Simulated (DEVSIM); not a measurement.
Device: Co/AlN/p-In0.53Ga0.47As capacitor, at 500 K.

| layer (left to right) | material | thickness (nm) | Na (cm⁻³) |
|---|---|---|---|
| 1 | AlN | 8.80 | - |
| 2 | In0.53Ga0.47As | 7500 | 5.7e15 |

Metal gate on the left, work function 5 eV. Fixed charge at the semiconductor interface -1.2e11 cm⁻² (in units of +e); no interface traps.

Constants are typed, rounded textbook-type inputs, not results; the design itself was drawn at random and stands for no fabricated device. Values at 300 K; Nc and Nv go as T^1.5, mobilities as T to minus their exponent, the gap by Varshni's rule with the affinity fixed.

| parameter | AlN | In0.53Ga0.47As |
|---|---|---|
| gap (eV) | 6.1 | 0.74 |
| affinity (eV) | 1.9 | 4.51 |
| permittivity | 8.5 | 13.9 |
| Nc (cm⁻³) | - | 2.1e17 |
| Nv (cm⁻³) | - | 7.7e18 |
| Varshni α (eV/K) | - | 0.00035 |
| Varshni β (K) | - | 190 |

DEVSIM, 1D Poisson equation in equilibrium, Boltzmann statistics, complete ionisation; no quantum confinement or tunnelling. Metal contacts follow the ideal Schottky-Mott rule: no Fermi-level pinning, no interface dipoles.

Tabulate band edges, carrier densities and field at 0.25 V on the gate.

Energies count from the Fermi level of the right contact; mesh points crowd at the junctions.

```
x (μm)    Ec (eV)  Ev (eV)  n (cm⁻³)  p (cm⁻³)  field (V/cm)
--------  -------  -------  --------  --------  ------------
0.000       2.850   -3.250     < 1e2     < 1e2         37000
0.001368    2.855   -3.245     < 1e2     < 1e2         37000
0.004046    2.865   -3.235     < 1e2     < 1e2         37000
0.006919    2.876   -3.224     < 1e2     < 1e2         37000
0.008881    0.273   -0.405    8.1e14    1.4e15          7000
0.01064     0.274   -0.404    7.8e14    1.4e15          6900
0.01463     0.277   -0.401    7.4e14    1.5e15          6600
0.02978     0.286   -0.392    5.9e14    1.9e15          5700
0.06107     0.301   -0.376    4.2e14    2.7e15          4100
0.1323      0.321   -0.356    2.6e14    4.3e15          1800
0.3086      0.334   -0.344    1.9e14    5.7e15           180
0.9602      0.335   -0.342    1.9e14    5.9e15           ≈ 0
2.230       0.335   -0.342    1.9e14    5.9e15           ≈ 0
4.837       0.335   -0.342    1.9e14    5.9e15           ≈ 0
6.666       0.335   -0.342    1.9e14    5.9e15           ≈ 0
7.148       0.335   -0.342    1.9e14    5.9e15           ≈ 0
7.360       0.335   -0.342    1.9e14    5.9e15           ≈ 0
7.446       0.335   -0.342    1.9e14    5.9e15           ≈ 0
7.490       0.335   -0.342    1.9e14    5.9e15           ≈ 0
7.502       0.335   -0.342    1.9e14    5.9e15           ≈ 0
7.506       0.335   -0.342    1.9e14    5.9e15           ≈ 0
7.509       0.335   -0.342    1.9e14    5.9e15           ≈ 0
```
